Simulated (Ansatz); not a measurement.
The starting structures come from a database of crystals and need not be the phases stable at ambient conditions.

**Evanescent states of BaGaBO3F2 (P6_3/m, not sure to be the ambient phase, 16 atoms a cell, 13.1 Å³ an atom, -5 GPa at this level) along the normal of (110)**

Computed with r2SCAN (plane waves, PAW; Ansatz, a quantum-chemistry and plane-wave program).

The gap is the functional's own, uncorrected, and κ follows it; spin-orbit coupling is left out. Mid-gap values are interpolated between the computed energies.

Energies count from the valence-band top; κ is the least over a 4×4 mesh across the current.

```tsv
E (eV)	κ (1/Å)	where
0.13	0.217	Γ
0.39	0.309	Γ
0.65	0.339	Γ
0.91	0.362	Γ
1.17	0.381	Γ
1.43	0.395	Γ
1.69	0.406	Γ
1.95	0.414	Γ
2.21	0.419	Γ
2.47	0.421	Γ
2.73	0.421	Γ
2.99	0.417	Γ
3.25	0.411	Γ
3.51	0.402	Γ
3.77	0.390	Γ
4.03	0.374	Γ
4.29	0.353	Γ
4.55	0.328	Γ
4.81	0.295	Γ
5.07	0.253	Γ
5.33	0.194	Γ
5.59	0.087	Γ
```

Question: How thick must the barrier be to attenuate the transmission by 10^8 when the electrodes' Fermi level lies at 2.47 eV, and what attenuation does that film give at 3.77 eV?

Answer: d = 8 ln 10 / (2 × 0.421) = 21.9 Å. At 3.77 eV it gives 8 × 0.390/0.421 = 7.4 decades.
